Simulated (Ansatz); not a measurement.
Consider Ru in the hcp (Mg type) structure (space group P6_3/mmc, No. 194; a = 2.705 Å, c = 4.260 Å). Axes: x lies along a and z along c of the hexagonal cell.

The values are results of Ansatz (a program for electronic structure), r2SCAN, PAW, cutoff 500 eV, scalar-relativistic without spin-orbit coupling, not measurements.

Before the change:

The pressure is 0.0 GPa. The shortest interatomic distance comes out as 4.991 bohr.

Perturbation: tensile biaxial strain of 1.38 % in the plane normal to [001], as in epitaxy on a mismatched substrate; the out-of-plane cell vector and the atoms relax.

Problem. Estimate the effect on the pressure.

Solution. The pressure (mean of the normal stresses, compression positive) goes from zero to -6.0 GPa.

Problem. Predict the new shortest interatomic distance.

Solution. The shortest interatomic distance hardly moves (4.991 bohr against 4.992 bohr).

Without a gap, meshes like the base's 20×20×11 leave anisotropic stresses uncertain by several tenths of a GPa, and small strain energies with them. Whether these cells are dynamically stable was not tested. All final runs are without spin polarisation.
